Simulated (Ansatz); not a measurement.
Effect of Mo → Pb on Mo

Start from Mo in the bcc (W type) structure (space group Im-3m, No. 229; a = 3.151 Å).

Modification: full substitution Mo → Pb, then cell and atoms are relaxed.

All numbers come from r2SCAN (Ansatz, a first-principles code, PAW, spin-orbit coupling left out). Γ-centred 17×17×17 mesh, Fermi–Dirac width 0.05 eV, for the changed cell.

```json
[
 {"quantity": "volume per atom", "base": "15.64 Å³", "changed": "31.10 Å³", "shift": "+15.468 Å³"},
 {"quantity": "density", "base": "10.19 g/cm³", "changed": "11.06 g/cm³", "shift": "+0.87 g/cm³"},
 {"quantity": "lattice parameter a", "base": "3.151 Å", "changed": "3.962 Å", "shift": "+0.8117 Å"},
 {"quantity": "space group", "base": "Im-3m (No. 229)", "changed": "Im-3m (No. 229)", "shift": "–"},
 {"quantity": "shortest interatomic distance", "base": "2.729 Å", "changed": "3.431 Å", "shift": "+0.7030 Å"},
 {"quantity": "band gap", "base": "zero", "changed": "zero", "shift": "–"}
]
```

Cost of the whole job for the changed cell (relaxation, final SCF and bands): very roughly 80 core-seconds.

No phonon test of stability was made. For Pb in this form, whether it has been made was not checked. All final runs are without spin polarisation. This is not the structure that Pb has at room temperature and ambient pressure.
